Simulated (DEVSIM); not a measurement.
Structure: Pt/HfO2/p-Ge capacitor, at 300 K.

```tsv
layer (left to right)	material	thickness (nm)	Na (cm⁻³)
1	HfO2	4.70	-
2	Ge	11000	3.2e15
```

Metal gate on the left, work function 5.6 eV. Fixed charge at the semiconductor interface -8.3e10 cm⁻² (in units of +e); no interface traps.

This is a model device: material constants are rounded textbook-type values typed into the input, and sizes, dopings and lifetimes were drawn at random. Values at 300 K.

| parameter | HfO2 | Ge |
|---|---|---|
| gap (eV) | 5.7 | 0.664 |
| affinity (eV) | 2.5 | 4 |
| permittivity | 22 | 16 |
| Nc (cm⁻³) | - | 1.04e19 |
| Nv (cm⁻³) | - | 6e18 |

Model (solved in DEVSIM): 1D Poisson equation in equilibrium, Boltzmann statistics, complete ionisation; no quantum confinement or tunnelling. Metal contacts follow the ideal Schottky-Mott rule: no Fermi-level pinning, no interface dipoles.

The substrate doping was swept, all else fixed.

| substrate doping (cm^-3) | flat-band voltage (V) | threshold voltage (band bending 2φF) (V) | minimum of the low-frequency capacitance (μF/cm²) |
|---|---|---|---|
| 1.6e14 | 1.21 | 1.32 | 0.0229 |
| 3.2e14 | 1.19 | (withheld) | (withheld) |
| 6.4e14 | 1.18 | 1.35 | 0.0297 |
| 1.6e15 | 1.15 | 1.38 | 0.0399 |
| 3.2e15 | 1.13 | 1.40 | 0.0500 |
| 6.4e15 | 1.12 | 1.42 | 0.0630 |

### Question
Some entries are withheld; supply them.

### Answer

- 3.2e14, threshold voltage (band bending 2φF) (V): 1.34
- 3.2e14, minimum of the low-frequency capacitance (μF/cm²): 0.0252
